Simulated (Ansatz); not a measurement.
Results of BLYP (Ansatz, a program for electronic structure, PAW) for corundum Ga2O3 (metastable phase).

Numerical settings: plane-wave cutoff 520 eV, 8×8×8 k mesh, Fermi–Dirac smearing 0.01 eV, scalar-relativistic PAW data made under PBE.

Properties against volume:

Shape and atoms are relaxed at each volume.

```tsv
V (Å³/atom)	P (GPa)	direct gap at Γ (eV)	smallest gap on the k mesh (eV)	c (Å)
9.936	8.19	2.838	2.618	13.546
10.143	3.87	2.609	2.401	13.660
10.350	0.00	2.390	2.193	13.771
10.557	-3.45	2.180	1.993	13.881
10.764	-6.54	1.979	1.800	13.989
```

The fundamental gap (2.18 eV at the equilibrium volume, with added k points) lies elsewhere than Γ–Γ.

Note: the bulk modulus comes from volumes at which shape and atoms were relaxed.

Spin–orbit coupling is not included.
